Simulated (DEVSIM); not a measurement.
Structure: abrupt GaP n-p junction, at 350 K.

Layer 1 from the left is GaP, thickness (μm) 5.80, Nd (cm⁻³) 3.6e16, τn (s) 5.9e-7, τp (s) 5.9e-7. Layer 2 from the left is GaP, thickness (μm) 45.0, Na (cm⁻³) 2.2e15, τn (s) 5.9e-7, τp (s) 5.9e-7.

Left contact: ohmic. Right contact: ohmic. Voltage is applied to the left contact. Recombination: SRH at mid-gap. Mobility is μmin + (μ − μmin)/(1 + (N/Nref)^α).

This is a model device: material constants are rounded textbook-type values typed into the input, and sizes, dopings and lifetimes were drawn at random. Values at 300 K; Nc and Nv go as T^1.5, mobilities as T to minus their exponent, the gap by Varshni's rule with the affinity fixed.

GaP: gap (eV) 2.26, affinity (eV) 3.8, permittivity 11.1, Nc (cm⁻³) 1.8e19, Nv (cm⁻³) 1.9e19, μn (cm²/Vs) 250, μp (cm²/Vs) 150, μn,min 10, μp,min 10, Nref,n 4.4e18, Nref,p 1e18, αn 0.8, αp 0.85, T exponent of μn 1.6, T exponent of μp 1.98, Varshni α (eV/K) 0.00058, Varshni β (K) 372.

Task: Estimate by hand the built-in potential, the peak field at zero bias, the capacitance at 6 V, and compare with a numerical solution.

Result: 
- Built-in potential: ni = √(Nc Nv) exp(−Eg/2kT) = 1760 cm⁻³ with Eg = 2.239 eV; Vbi = kT/q ln(Na Nd/ni²) = 1.765 V; numerical 1.765 V.
- Peak field at zero bias: depletion approximation: W = √(2εVbi/(qN)) = 1.02 μm with N = 2.07e15 cm⁻³; field = 2Vbi/W = 34500 V/cm; numerical 34000 V/cm (estimate above by 1.5 %).
- Capacitance at 6 V: C = √(qεN / 2(Vbi + |V|)) = 4.59 nF/cm²; numerical 4.60 nF/cm².

Model (solved in DEVSIM): 1D drift-diffusion, Boltzmann statistics, complete ionisation; no tunnelling, impact ionisation, image-force lowering or self-heating.
